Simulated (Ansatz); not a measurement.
## Response to strain in hypothetical simple cubic Ni

Base system: Ni in the simple cubic structure (space group Pm-3m, No. 221; a = 2.3319 Å; ferromagnetic; a hypothetical phase, not in the database extracts checked; relaxed with 0.1 eV smearing). Axes: x, y, z lie along the cube axes.

Strains are applied to the cell and any free atomic positions relax.

Levels (all Ansatz, an electronic-structure program, PAW): PBE (420 eV, without spin-orbit coupling); PBEsol (420 eV, spin-orbit coupling left out).

The base cell above is that of PBE; each level relaxes its own structures.

Notes on the quantities. energy relative to the base: free energy F.

```json
[
 {"case": "isotropic strain −5.46 %", "energy relative to the base, PBE": "+182 meV/atom", "energy relative to the base, PBEsol": "+0.204 eV/atom"},
 {"case": "isotropic strain −0.33 %", "energy relative to the base, PBE": "+0.5 meV/atom", "energy relative to the base, PBEsol": "?"},
 {"case": "uniaxial strain ε_zz = −1.23 %", "energy relative to the base, PBE": "+2.1 meV/atom", "energy relative to the base, PBEsol": "?"},
 {"case": "strain tensor (xx, yy, zz, yz, xz, xy) = (−0.63, −1.86, −1.10, −1.19, +0.40, −0.51) %", "energy relative to the base, PBE": "+7.4 meV/atom", "energy relative to the base, PBEsol": "+8.4 meV/atom"}
]
```

### Question
Some entries are withheld; estimate them.

### Answer

- isotropic strain −0.33 %, energy relative to the base, PBEsol: +0.6 meV/atom
- uniaxial strain ε_zz = −1.23 %, energy relative to the base, PBEsol: +2.4 meV/atom

The two levels differ by at most about 21 meV/atom. They put the cases in the same order.

Other magnetic orders, which the real material may have, were not ruled out. Stability against distortions was not tested.
